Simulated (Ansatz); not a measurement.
An Ansatz (a quantum-chemistry and plane-wave program) input (Ansatz, r2SCAN, PAW, cutoff 500 eV, without spin-orbit coupling):

Ansatz 0.2 input:
```yaml
crystal:
  lattice:
    - [2.8986557407, 0, 0]
    - [1.4493278704, 2.5103095083, 0]
    - [1.4493278704, -0.8367698361, 2.4577710593]
  atoms:
    - { symbol: Mg, position: [0, 0, 0] }
    - { symbol: O, position: [0, 0.5, 0.5] }
basis: { ecutwfc: 500, ecutrho_ratio: 4, xc_grid: 4, fft_grid_basis: typed }
kpoints: { mp_grid: { grid: [13, 13, 13] } }
hamiltonian:
  xc: r2scan
  dispersion: none
  pseudopotentials: { kind: paw }
scf: { occupations: { method: fermi_dirac, width: 0.05 } }
relax: { f_tol: 0.005, max_steps: 50, cell: { stress_tol: 0.01, fix: [a, b, gamma] } }
output: { forces: true, stress: true }
checkpoint: { write: state.ck, write_every: 1000 }
```

**Question.** Which symmetry and how many k-points will the program report, and about how many plane waves at Γ?

**Answer.** Space group R-3m (ITA 166) with 12 operations, k-points 231 of 2197, and 453 plane waves at Γ.

**Question.** And the final pressure?

**Answer.** 7.72 GPa (compression positive).

The cells carry an imposed strain or load. No phonon test of stability was made. The cell was made from MgO in the rock salt structure (space group Fm-3m, No. 225) by this change: biaxial strain −2.50 %, plane normal [111], relaxed out of plane.
